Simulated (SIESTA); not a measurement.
Band structure of Tl (P6_3/mmc, 2 atoms in the cell).

```xyz
2
Lattice="3.5652 0.0000 0.0000 -1.7826 3.0875 0.0000 0.0000 0.0000 5.7561" Properties=species:S:1:pos:R:3 pbc="T T T"
Tl     0.0000     2.0584     1.4390
Tl     1.7826     1.0292     4.3171
```

Method: SIESTA with GGA PBE, numerical atomic orbitals DZP, PseudoDojo PBE standard norm-conserving potentials (rewritten from UPF to PSML).

Settings: XC.functional = GGA; XC.authors = PBE; potentials = PseudoDojo PBE standard; PAO.BasisSize = DZP; PAO.EnergyShift = 0.01 Ry; MeshCutoff = 400 Ry; kgrid.MonkhorstPack = 9 9 5; OccupationFunction = FD; ElectronicTemperature = 0.05 eV; MaxSCFIterations = 150; SCF.Mixer.Method = Pulay; SCF.Mixer.Weight = 0.1; SCF.Mixer.History = 6; SCF.DM.Tolerance = 1.0E-04.

The starting cell comes from a database of computed structures (which also holds hypothetical and non-ambient phases and stackings), without a prior relaxation at this level. Its lattice was rescaled by a random factor within 2.5 % of one. Spin-orbit coupling is off. Values carry the incompleteness of an atom-centred basis.

Levels in eV from the Fermi level, bands 10 to 15:
| point | 10 | 11 | 12 | 13 | 14 | 15 |
|---|---|---|---|---|---|---|
| Γ | -11.07 | -9.38 | -5.24 | -2.47 | 7.55 | 7.55 |
| M | -11.06 | -5.66 | -4.57 | -0.82 | 0.50 | 1.38 |
| K | -11.10 | -4.60 | -4.60 | -1.04 | 1.57 | 1.57 |
| A | -11.17 | -8.11 | -8.11 | 2.95 | 2.95 | 8.45 |
| L | -11.07 | -4.78 | -4.78 | -1.94 | -1.94 | 5.39 |
| H | -11.08 | -4.23 | -4.23 | -0.68 | -0.68 | 0.31 |

Bands cross the Fermi level along this path, so the cell is metallic at this level.

Higher empty bands are left out: an atom-centred basis made for the valence describes them poorly.
